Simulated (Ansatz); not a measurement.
# Several settings converged on Nb2PC (P3m1, 8 atoms in the cell)

```yaml
crystal:
  lattice:
    - [3.33028, 0.00000, 0.00000]
    - [-1.66514, 2.88411, 0.00000]
    - [0.00000, 0.00000, 11.62014]
  atoms:
    - { symbol: Nb, position: [0.33333, 0.66667, 0.40433] }
    - { symbol: Nb, position: [0.66667, 0.33333, 0.59997] }
    - { symbol: Nb, position: [0.66667, 0.33333, 0.90003] }
    - { symbol: Nb, position: [0.33333, 0.66667, 0.09997] }
    - { symbol: P, position: [0.66667, 0.33333, 0.25000] }
    - { symbol: P, position: [0.33333, 0.66667, 0.75000] }
    - { symbol: C, position: [0.00000, 0.00000, 0.50000] }
    - { symbol: C, position: [0.00000, 0.00000, 0.00000] }
```

Base method: PBEsol, default PAW files made with PBE (plane waves; Ansatz, a first-principles code).

Base settings: basis.ecutwfc = 30.9 Ry; kpoints.mp_grid.grid = 8 8 1; hamiltonian.xc = pbesol; hamiltonian.pseudopotentials = {kind: paw} (the program's default PAW files); scf.occupations.method = gaussian; scf.occupations.width = 0.0073 Ry.

The count of work is k-points × plane waves × bands × iterations; it is no time. Core times come from one kind of shared machine, to one figure; runs under 30 s give none.

**The cutoff for other potential files**

Level: DFT, PBEsol, plane waves, harder PAW files (source: ansatz) made with PBE.

In this ladder: hamiltonian.pseudopotentials = {kind: paw, source: ansatz}.

The second cell is the first with its lattice scaled by 0.98.

The mesh stays at the base's, so the ladder's end is converged at best in this setting alone.

The first pressure column holds Ansatz's estimate of the finite-basis (Pulay) stress, which hides part of the cutoff error; the other is without it.

Only quantities that move along the ladder and can be compared are tabulated.

| basis.ecutwfc | free energy less the last step's (meV/atom) | energy of the compressed cell less the first (meV/atom) | pressure (GPa) | pressure without the Pulay estimate (GPa) | largest difference of a force vector from the last step's (eV/Å) | count of work / last |
|---|---|---|---|---|---|---|
| 27.2 Ry | 362.35 | -13.67 | -9.80 | -29.01 | 0.033 | 0.096 |
| 33.1 Ry | 76.61 | -15.33 | -9.74 | -15.07 | 0.007 | 0.14 |
| 42.3 Ry | 4.74 | -14.89 | -9.69 | -10.18 | 0.002 | 0.21 |
| 51.1 Ry | 0.39 | -14.93 | -9.70 | -9.73 | 0.000 | 0.28 |
| 60.3 Ry | 0.20 | -14.94 | -9.70 | -9.71 | 0.000 | 0.36 |
| 72.4 Ry | 0.10 | -14.94 | -9.70 | -9.71 | 0.000 | 0.47 |
| 90.4 Ry | 0.02 | -14.94 | -9.71 | -9.71 | 0.000 | 0.66 |
| 120.5 Ry | 0.00 | -14.94 | -9.71 | -9.71 | 0.000 | 1.0 |

Coarsest basis.ecutwfc that holds the pressure within 0.05 GPa of the last step, with all finer ones: 33.1 Ry, at 0.14 of the last step's count of work; the step before is off by 0.09 GPa.

Coarsest basis.ecutwfc that holds the forces within 0.02 eV/Å of the last step, with all finer ones: 33.1 Ry, at 0.14 of the last step's count of work; the step before is off by 0.033 eV/Å.

Coarsest basis.ecutwfc that holds the energy of the compressed cell less the first within 1 meV/atom of the last step, with all finer ones: 33.1 Ry, at 0.14 of the last step's count of work; the step before is off by 1.3 meV/atom.

The energy difference between the two cells stays within 1 meV/atom of the last step's from 33.1 Ry on, the total only from 51.1 Ry on: much of the error is common to both cells and cancels.

At the lowest cutoff the pressure without the Pulay estimate lies 19.3 GPa under the last step's, the usual sign of Pulay stress in an incomplete plane-wave basis.

**The relaxed cell against the cutoff**

On Nb₂PC (P6_3/mmc, 8 atoms in the cell): atoms on their sites.

In this ladder: relax = cell and atoms.

The mesh stays at the base's, so the ladder's end is converged at best in this setting alone.

Only quantities that move along the ladder and can be compared are tabulated.

| basis.ecutwfc | relaxed volume (Å³/atom) | relaxation steps | core time / last (rough) |
|---|---|---|---|
| 15.4 Ry | 13.088 | 31 | 1 |
| 18.4 Ry | 13.323 | 18 | 0.7 |
| 21.7 Ry | 13.358 | 12 | 0.6 |
| 26.1 Ry | 13.321 | 8 | – |
| 30.9 Ry | 13.318 | 6 | 0.5 |
| 37.1 Ry | 13.316 | 6 | 0.6 |
| 46.3 Ry | 13.316 | 6 | 0.8 |
| 61.7 Ry | 13.316 | 6 | 1 |

Coarsest basis.ecutwfc that holds the relaxed volume within 0.067 Å³/atom of the last step, with all finer ones: 18.4 Ry; the step before is off by 0.23 Å³/atom.

At the lowest cutoff the cell relaxes to a volume 1.7 % smaller than at the highest. Ansatz relaxes on a stress corrected for the finite basis.

On the base run: the starting cell comes from a database of computed structures (which also holds hypothetical and non-ambient phases and stackings), without a prior relaxation at this level. Its lattice was rescaled by up to half a per cent. One atom was moved a little off its site on purpose. Spin polarisation is off. Without a gap this mesh is coarse (it stands for a supercell whose shortest vector is 12 Å).

Keys are those of Ansatz 0.2.
